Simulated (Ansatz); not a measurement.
Data:

End structure of a constructed model of the (110) surface of bcc Ta, a cell of two sites (a+b, b-a) surface alloy, Bi on one Ta site of the top plane (bottom of the slab: a bare face, its two planes held):

```
CELL_PARAMETERS angstrom
      1.91624     2.70998     0.00000
     -3.83249     2.70998     0.00000
      0.00000     0.00000    28.00000
ATOMIC_POSITIONS crystal
  Ta 0.50000 0.00000 0.29163
  Ta 0.00000 0.50000 0.29163
  Ta 0.00000 0.00000 0.37545
  Ta 0.50000 0.50000 0.37545
  Ta 0.50000 0.00000 0.45859
  Ta 0.00000 0.50000 0.45920
  Ta 0.00000 0.00000 0.54278
  Ta 0.50000 0.50000 0.54256
  Ta 0.50000 0.00000 0.62923
  Ta 0.00000 0.50000 0.62412
  Bi 0.00000 0.00000 0.73023
  Ta 0.50000 0.50000 0.69912
```

Set-up: 12 atoms, 11.7 Å thick at the start; mesh 11x8x1; 0.1 eV smearing; dipole correction on; 4 atoms held, the rest relaxed; held to the start's symmetry, so lower structures may exist; no spin, no spin-orbit, no U. It is one candidate, not shown to be the stable structure of the face.

Q: What work function of the top face does PBE in Ansatz (a program for electronic structure) give?

A: 3.67 eV
